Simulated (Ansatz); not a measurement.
A self-consistent single point of Cd₂SeS (P3m1, 4 atoms in the cell) with Ansatz (a program for electronic structure).

Computed with PBEsol, default PAW files made with PBE (plane waves; Ansatz).

```
CELL_PARAMETERS angstrom
      4.31054     0.00000     0.00000
     -2.15527     3.73304     0.00000
      0.00000     0.00000     7.02889
ATOMIC_POSITIONS crystal
  Cd 0.00000 0.00000 0.49734
  Cd 0.33333 0.66667 0.00964
  Se 0.33333 0.66667 0.62575
  S  0.00000 0.00000 0.12238
```

Reference input (self-consistent single point, DFT, PBEsol, plane waves, default PAW files made with PBE): basis.ecutwfc = 420 eV; kpoints.mp_grid.grid = 7 7 4; hamiltonian.xc = pbesol; hamiltonian.pseudopotentials = {kind: paw} (the program's default PAW files); scf.occupations.method = fermi_dirac; scf.occupations.width = 0.05 eV. This run's input differs from it in these lines:

Ansatz 0.2 input:
```diff
@@ -15,3 +15,3 @@
   mp_grid:
-    grid: [7, 7, 4]
+    grid: [5, 5, 3]
 hamiltonian:
```

The program printed (abridged):

```
SCF iter   1: F=—  HF=-22679.507355 eV  |F-HF|=—  |Δ(HF+E_count)|=         —  Δρ=4.63e-3  dr2=3.24e-2  ethr=1.77e-3  ⟨swp⟩=6.2  Hψ=1733  notcnv=0  defer=3
all-band conjugate gradients solve this SCF's bands
preconditioner: auto → Resta (q_TF=auto, 2.468 Å⁻¹)
SCF iter   2: F=—  HF=-22679.499106 eV  |F-HF|=—  |Δ(HF+E_count)|=   8.25e-3  Δρ=1.68e-3  dr2=5.10e-3  ethr=5.23e-5  ⟨swp⟩=3.0  Hψ=862  notcnv=0  defer=19
   [... lines left out ...]
SCF iter   5: F=—  HF=-22679.498114 eV  |F-HF|=—  |Δ(HF+E_count)|=   5.48e-5  Δρ=6.21e-5  dr2=8.05e-6  ethr=9.59e-8  ⟨swp⟩=2.0  Hψ=705  notcnv=0  defer=19
SCF iter   6: F=—  HF=-22679.498128 eV  |F-HF|=—  |Δ(HF+E_count)|=   1.33e-5  Δρ=2.66e-5  dr2=1.02e-6  ethr=1.30e-8  ⟨swp⟩=2.0  Hψ=705  notcnv=0  defer=19
SCF iter   7: F=—  HF=-22679.498129 eV  |F-HF|=—  |Δ(HF+E_count)|=   1.44e-6  Δρ=1.17e-5  dr2=1.59e-7  ethr=1.64e-9  ⟨swp⟩=2.0  Hψ=741  notcnv=0  defer=19
SCF iter   8: F=-22679.498129 eV  HF=-22679.498129 eV  |F-HF|=3.69e-8  |Δ(HF+E_count)|=   2.87e-7  Δρ=2.86e-6  dr2=1.32e-8  ethr=1.61e-10  ⟨swp⟩=8.3  Hψ=2037  notcnv=0
SCF 1 converged in 8 iterations: F = -22679.498129 eV  dr2 = 1.32e-8
Free energy (F): -22679.498129 eV
Internal energy: -22679.498052 eV  (E = F + TS)
E sigma→0 (E₀):  -22679.498091 eV
Entropy (-TS):   -0.000077 eV (-0.019 meV/atom)
Fermi energy:    6.560285 eV
--- Forces (eV/Å), atoms counted from 1 ---
  atom   1  Cd     0.00000000     0.00000000    -0.27576611
  atom   2  Cd    -0.00000000    -0.00000000     0.09049030
  atom   3  Se    -0.00000000    -0.00000000     0.06010781
  atom   4  S      0.00000000     0.00000000     0.12514233
--- Stress (GPa, compression-positive) ---
       -3.066820       0.000000       0.000000
        0.000000      -3.066820       0.000000
        0.000000       0.000000      -3.618690
  P = ⅓ Tr σ = -3.2508 GPa (-32.508 kbar)
  The stress holds the Pulay correction. Without it, at fixed plane waves, as pw.x and ABINIT print it: P = -3.2730 GPa
```

The run converged in 8 iterations. Against the reference run the free energy rises by 3.1 meV/atom, the pressure moves little (-3.27 to -3.25 GPa), the largest force moves little (0.273 to 0.276 eV/Å) and the gap on the mesh moves little (0.600 to 0.596 eV).

The starting cell comes from a database of computed structures (which also holds hypothetical and non-ambient phases and stackings), without a prior relaxation at this level. Its lattice was rescaled by up to half a per cent. One atom was moved a little off its site on purpose. With a pressure of about -3 GPa the cell is away from its equilibrium volume at this level. Ansatz's pressure includes its estimate of the finite-basis (Pulay) stress.
